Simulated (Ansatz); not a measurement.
The parent structure is HfO2 in the fluorite structure (space group Fm-3m, No. 225; a = 5.001 Å). Axes: x, y, z lie along the cube axes.

Method: Ansatz (a first-principles code), LDA, PAW, cutoff 420 eV, scalar-relativistic without spin-orbit coupling.

For the base:

| Property | Result |
|---|---|
| Pressure | 0.00 GPa |
| Shortest interatomic distance | 4.092 bohr |

The change: tensor shear ε_xy = +1.71 % (engineering shear γ = 0.0342); the atoms relax in the strained cell.

Q: What does the calculation give for the energy relative to the base, pressure and shortest interatomic distance after the change?

A: The energy rises by 2.8 meV/atom; the pressure (mean of the normal stresses, compression positive) goes from zero to 0.15 GPa; the shortest interatomic distance decreases by 0.0307 bohr to 4.062 bohr.

Stability against distortions was not tested. This is not the structure that HfO2 has at room temperature and ambient pressure.
